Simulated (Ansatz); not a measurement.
## WSi (model structure, started from the NbAs type, I4₁md, No. 109, 4 atoms in the cell): properties by level of theory

| level (code) | equilibrium lattice constant a (Å) | c axis length (Å) |
|---|---|---|
| PBE (Ansatz) | 3.367 | 10.722 |
| PBEsol (Ansatz) | 3.343 | 10.598 |
| PBE-D3(BJ) (Ansatz) | 3.342 | ___ |

Q: What belongs in the gaps?

A: 
- PBE-D3(BJ) (Ansatz, an electronic-structure program), c axis length (Å): 10.580

Ansatz's density-functional and Hartree–Fock values are scalar-relativistic unless marked +SOC, with PAW data made under PBE.

Static lattice: no zero-point or thermal effects.

A model structure was made by putting elements into a prototype or built by hand; it is no filed structure, need not be a known phase, and can be a saddle point held by its symmetry.
